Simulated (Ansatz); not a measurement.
Abridged Ansatz (an electronic-structure program) output:

```
Relaxation: its limit of steps is 60 (relax.max_steps)
Pseudopotential: Ni, paw, valence charge 18
Pseudopotential: Ge, paw, valence charge 14
Crystal: 8 atoms, lattice volume = 103.542 Å³
Basis set: ecut = 420 eV, 2033 PW (Γ), exchange–correlation on 72×48×80 points (8 copies of the dense FFT grid, shifted against one another)
Bands: 77, of which v1, the nominal top of the filled ones, is band 64 counted from 1 (63 counted from 0)
Symmetry: 8 space group operations
k-points: 175 of 936
Functional: x = pbe(κ = 0.804, μ = 0.2195149727645171), c = pbe(β = 0.06672455060314922)
SCF iter   1: F=—  HF=-40541.095353 eV  |F-HF|=—  |Δ(HF+E_count)|=         —  Δρ=2.85e-3  dr2=2.58e-3  ethr=1.77e-3  ⟨swp⟩=5.3  Hψ=42687  notcnv=0  defer=521
SCF iter   2: F=—  HF=-40541.095179 eV  |F-HF|=—  |Δ(HF+E_count)|=   1.75e-4  Δρ=1.49e-3  dr2=8.12e-4  ethr=2.01e-6  ⟨swp⟩=2.0  Hψ=25644  notcnv=0  defer=616
SCF 1 converged in 6 iterations: F = -40541.095396 eV  dr2 = 8.31e-8
relax step   1: F+E_penalty+E_count = -40541.09539624 eV  Δ(F+E_penalty+E_count) = +0.000e0 eV  max|allowed force component| = 3.021e-3 eV/Å  Δτ_max = 0.0000 Å  P = +9.012 GPa  Ω = 103.542 Å³  (6 SCF iters, dr2 threshold 1.00e-7 eV, accepted)
[... steps on the carried basis left out ...]
relax step   7: F+E_penalty+E_count = -40540.85474906 eV  Δ(F+E_penalty+E_count) = -5.342e-6 eV  max|allowed force component| = 2.615e-3 eV/Å  Δτ_max = 0.0000 Å  P = +15.001 GPa  Ω = 100.307 Å³  stress off target by 1.52e-2 GPa  SCF on the basis re-selected at this cell (its energy is not comparable with the rows above)  (8 SCF iters)
SCF converged after 8 iterations
Free energy (F): -40540.854749 eV
Internal energy: -40540.839015 eV  (E = F + TS)
E sigma→0 (E₀):  -40540.846882 eV
Entropy (-TS):   -0.015734 eV (-1.967 meV/atom)
Fermi energy:    16.906114 eV
--- Forces (eV/Å), atoms counted from 1 ---
  atom   1  Ni     0.00220657     0.00000000    -0.00032643
  atom   2  Ni     0.00220657    -0.00000000     0.00032643
  atom   3  Ni    -0.00220657    -0.00000000     0.00032643
  atom   4  Ni    -0.00220657     0.00000000    -0.00032643
  atom   5  Ge     0.00261485    -0.00000000    -0.00250566
  atom   6  Ge     0.00261485    -0.00000000     0.00250566
  atom   7  Ge    -0.00261485     0.00000000     0.00250566
  atom   8  Ge    -0.00261485     0.00000000    -0.00250566
--- Stress (GPa, compression-positive) ---
       15.006096      -0.000000      -0.000000
       -0.000000      15.013617      -0.000000
       -0.000000      -0.000000      14.984770
  P = ⅓ Tr σ = 15.0015 GPa (150.015 kbar)
--- Relaxed structure (5 steps of the walk, 5 accepted, 2 SCFs on fresh bases) ---
  cell:  # Å, volume = 100.3068 Å³
    - [5.266188262178042, 0.0, 0.0]
    - [0.0, 3.3976527738174354, 0.0]
    - [0.0, 0.0, 5.606022630751074]
  atoms:
    - { symbol: Ni, position: [0.5097515021097964, 0.25, 0.6849992670726808] }
    - { symbol: Ni, position: [0.009751502109796379, 0.25, 0.8150007329273191] }
    - { symbol: Ni, position: [0.4902484978902036, 0.7500000000000001, 0.3150007329273193] }
    - { symbol: Ni, position: [0.9902484978902036, 0.7500000000000001, 0.18499926707268075] }
    - { symbol: Ge, position: [0.6841977629694578, 0.25, 0.0899495885292471] }
    - { symbol: Ge, position: [0.18419776296945767, 0.25, 0.4100504114707529] }
    - { symbol: Ge, position: [0.3158022370305423, 0.7500000000000001, 0.9100504114707526] }
    - { symbol: Ge, position: [0.8158022370305424, 0.7500000000000001, 0.5899495885292471] }
```

Problem. What was computed, and what are the main results?

Solution. NiGe, 8 atoms in the cell, with Ansatz PBE, no spin-orbit coupling, from a series relaxed to a target (pressure 15 GPa). The last SCF converged to F = -40540.854749 eV, or -5067.6068 eV per atom, at a pressure of 15.00 GPa. The total energy compares only with runs of the same code, potentials and settings.

Load acts through the strain it causes; cell and atoms are relaxed under it. No phonon test of stability was made. Competing high-pressure phases were not computed. The final runs are not spin-polarised. The cell was made from NiGe (space group Pnma, No. 62; non-magnetic) by this change: pressure 15 GPa.

Keys are those of Ansatz 0.2.
